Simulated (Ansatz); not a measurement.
Results of LDA (Ansatz, a first-principles code, PAW) for Ag₃SI (R3, No. 146, 5 atoms in the cell; start mp-22995).

Settings: plane-wave cutoff 520 eV, 8×8×8 k mesh, Fermi–Dirac smearing 0.01 eV, no spin polarisation, scalar-relativistic PAW data made under PBE.

Cell (relaxed at this level):

Space group R3, hexagonal axes (No. 146); a = 6.7154 Å, b = 6.7154 Å, c = 8.1494 Å, α = 90.00°, β = 90.00°, γ = 120.00°

| atom | site | symmetry | x | y | z |
|---|---|---|---|---|---|
| Ag | 9b | 1 | 0.0592 | 0.2689 | 0.3089 |
| S | 3a | 3. | 0.0000 | 0.0000 | 0.5490 |
| I | 3a | 3. | 0.0000 | 0.0000 | 0.9882 |
(The calculation used a cell of 5 atoms; values per cell refer to that cell.)

Give the computed band gap and smallest direct gap on the k points sampled.


- band gap = 0.53 eV
- smallest direct gap on the k points sampled = 0.85 eV

Spin–orbit coupling is not included.

It cost about 30 core-seconds (a rough figure) of CPU time.

A start named mp-… is a Materials Project structure, which need not be a measured phase.
